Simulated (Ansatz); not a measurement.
A hypothetical phase is included: elements placed on a structure type, which no database files for this compound.

Tunnelling through a barrier is set by its complex band structure: the current falls as exp(−2κd) with the smallest κ.

Here is the system:

```
CELL_PARAMETERS angstrom
      4.62673     0.00000     0.00000
      0.00000     4.62673     0.00000
      2.31336    -2.31336     2.31336
ATOMIC_POSITIONS crystal
  B  0.00000 0.25000 0.75000
  B  0.75000 0.50000 0.75000
  B  0.50000 0.00000 0.25000
  B  0.75000 0.25000 0.25000
```

The cell was relaxed by PBE-D3(BJ); by r2SCAN it stands under a pressure of 0.9 GPa.

Transport runs along the normal of the first two printed cell vectors, the (001) plane of the conventional cell.

The gap is the functional's own, uncorrected, and κ follows it; spin-orbit coupling is left out. Mid-gap means the computed energy nearest the middle.

Question: Compute, with r2SCAN (Ansatz, a first-principles code), the band gap and the smallest decay constant κ at mid-gap.

Answer: Gap 1.78 eV on a 14×14×14 mesh; κ = 0.295 1/Å, at (0.250, 0.250) of the in-plane reciprocal vectors. At the zone centre the slowest state has κ = 0.42 1/Å.
